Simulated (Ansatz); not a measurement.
Data:

```
CELL_PARAMETERS angstrom
      0.00000     2.23839     2.40378
      2.23839     0.00000     2.40378
      2.23839     2.23839     0.00000
ATOMIC_POSITIONS crystal
  B  0.00000 0.00000 0.00000
  P  0.25000 0.25000 0.25000
```

All values below come from r2SCAN with spin-orbit coupling, rigid bands (plane waves, PAW; Ansatz, a quantum-chemistry and plane-wave program). Condition of this run: uniaxial stress along [001] of -20 GPa (compression positive) (the target of the relaxation). How the cell was made: cell and atoms relaxed with PBEsol, then loaded as said.

### Question
What conductivity effective mass do dilute electrons have at 300 K?

### Answer
0.38 (x), 0.38 (y), 0.24 (z) mₑ.

### Question
What conductivity effective mass do dilute holes have at 300 K?

### Answer
0.33 (x), 0.33 (y), 0.25 (z) mₑ.

### Question
And the band gap?

### Answer
0.88 eV at this level; semilocal functionals usually fall short of the measured gap.

Rigid bands, one relaxation time for all states, no polarons. Geometry: cell and atoms relaxed with PBEsol.
